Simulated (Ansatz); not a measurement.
# Hypothetical P4/nmm BeS: electrons 2.0×10^21 cm⁻³

Take BeS (space group P4/nmm, No. 129; a = 3.452 Å, c = 5.621 Å; a hypothetical phase, not in the database extracts checked; layered, stacked along the Cartesian z axis) as the base.

Modification: 0.134 electrons added to each cell, a density of 2.0×10^21 cm⁻³, with a uniform compensating background at fixed cell and a 300 K Fermi–Dirac width.

Level of theory: PBEsol (Ansatz, a first-principles code), no spin-orbit coupling. Settings: 17×17×11 k-points, 0.0259 eV Fermi–Dirac smearing.

```json
[
 {"quantity": "gap between the host's bands", "base": "3.39 eV", "changed": "3.37 eV", "shift": "-0.015 eV"},
 {"quantity": "gap character", "base": "direct at Γ", "changed": "direct at Γ", "shift": "–"},
 {"quantity": "Fermi level relative to the doped band's edge (positive inside the band; to 0.05 eV)", "base": "–", "changed": "+0.65 eV", "shift": "–"}
]
```

Cost of the whole job for the changed cell (relaxation, final SCF and bands): roughly 50 core-seconds.

Charged cell with a jellium background: band edges are those of the host's band count, energies are not comparable with the neutral cell, and many-body gap narrowing is missing. No phonon test of stability was made. The base started in Pnma and relaxed to P4/nmm at this level. No dispersion term is included in the PBEsol runs.
